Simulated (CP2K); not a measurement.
Band structure of BN (P6_3mc, 4 atoms in the cell).

```
BN
1.0
    2.51308     0.00000     0.00000
   -1.25654     2.17639     0.00000
    0.00000     0.00000     4.15922
B N
2 2
Direct
  0.66667   0.33333   0.99972
  0.33333   0.66667   0.49972
  0.66667   0.33333   0.62528
  0.33333   0.66667   0.12528
```

Method: PBE, GPW, DZVP-MOLOPT-SR-GTH basis, GTH-PBE potentials (GTH_POTENTIALS) (CP2K 2026.2).

Settings: CUTOFF = 400 Ry; REL_CUTOFF = 60 Ry; SMEAR/METHOD = FERMI_DIRAC; ELECTRONIC_TEMPERATURE = 580.23 K; KPOINTS/SCHEME = MONKHORST-PACK 10 10 6; GAMMA_CENTERED = T; XC_FUNCTIONAL = PBE; B/BASIS_SET = DZVP-MOLOPT-SR-GTH; B/POTENTIAL = GTH-PBE-q3; N/BASIS_SET = DZVP-MOLOPT-SR-GTH; N/POTENTIAL = GTH-PBE-q5; METHOD = GPW; EPS_DEFAULT = 1e-10; EXTRAPOLATION = USE_GUESS.

The starting cell comes from a database of computed structures (which also holds hypothetical and non-ambient phases and stackings), without a prior relaxation at this level. Its lattice was rescaled by a random factor within 2.5 % of one. Values carry the incompleteness of an atom-centred basis.

**Question.** Predict the gap along the standard path and the places of the band edges.

**Answer.** The gap along the path is 5.21 eV, from Γ to K; the smallest direct gap on it is 8.49 eV.

Levels in eV from the top of the valence band on the SCF mesh, bands 5 to 9:
| point | 5 | 6 | 7 | 8 | 9 |
|---|---|---|---|---|---|
| Γ | -2.21 | -0.29 | 0.00 | 0.00 | 8.51 |
| M | -7.13 | -5.18 | -4.61 | -2.20 | 6.99 |
| K | -7.38 | -5.68 | -5.62 | -5.62 | 5.21 |
| A | -1.23 | -1.23 | -1.23 | -1.23 | 9.95 |
| L | -3.93 | -3.93 | -3.71 | -3.71 | 6.82 |
| H | -8.06 | -8.06 | -3.17 | -3.17 | 9.69 |

Higher empty bands are left out: an atom-centred basis made for the valence describes them poorly.
